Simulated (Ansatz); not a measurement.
TiW (Cmmm, No. 65, 2 atoms in the cell; start mp-1216621), treated with PBEsol in Ansatz (plane waves, PAW).

Run with plane-wave cutoff 520 eV, 22×22×12 k mesh (along the axes of the cell as run), Fermi–Dirac smearing 0.05 eV, no spin polarisation, scalar-relativistic PAW data made under PBE.

Cell (relaxed at this level):

```xyz
2
Lattice="1.5690 -2.2538 0.0000 1.5690 2.2538 0.0000 0.0000 0.0000 4.4217" Properties=species:S:1:pos:R:3 pbc="T T T"
Ti     0.0000     0.0000     0.0000
W      1.5690     0.0000     2.2109
```

Problem. What does this level give for the bulk modulus?

Solution. 
bulk modulus: 208 GPa

Note: the run has no spin polarisation, so it can have missed a magnetic state; the bulk modulus is −V dP/dV from two relaxed cells at ±2 % in volume; the relaxation could not lower the start's symmetry, so the cell can be a saddle point above a distorted one.

Spin–orbit coupling is not included.

Cost on a shared machine: around 4 core-minutes (rough).

A start named mp-… is a Materials Project structure, which need not be a measured phase.

Ansatz is a program for electronic structure.
